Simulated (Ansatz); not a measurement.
A constructed model of the (000-1) surface of wurtzite CdS, S-terminated, 2x2 Mg adatom at H3 (bottom of the slab: 2 H on 4 bottom sites)

The numbers are results of PBE (plane waves to 420 eV, PAW; Ansatz, a first-principles code), not measurements.

Model: 35-atom slab, 13.8 Å thick at the start with caps and adatoms (thin: gaps and levels are the slab's own), 3x3x1 mesh, Fermi-Dirac 0.025 eV, dipole correction, 8 atoms held, the rest relaxed; symmetry of the start imposed; no spin, no spin-orbit, no U. It is one candidate, not shown to be the stable structure of the face.

```json
{
  "gap_of_the_slab_on_its_k_mesh": "1.30 eV",
  "highest_filled_level_below_the_top_vacuum_level": "5.34 eV",
  "energy_released_by_relaxation": "1.72 eV",
  "cost": "around 19 core-minutes (rough)"
}
```
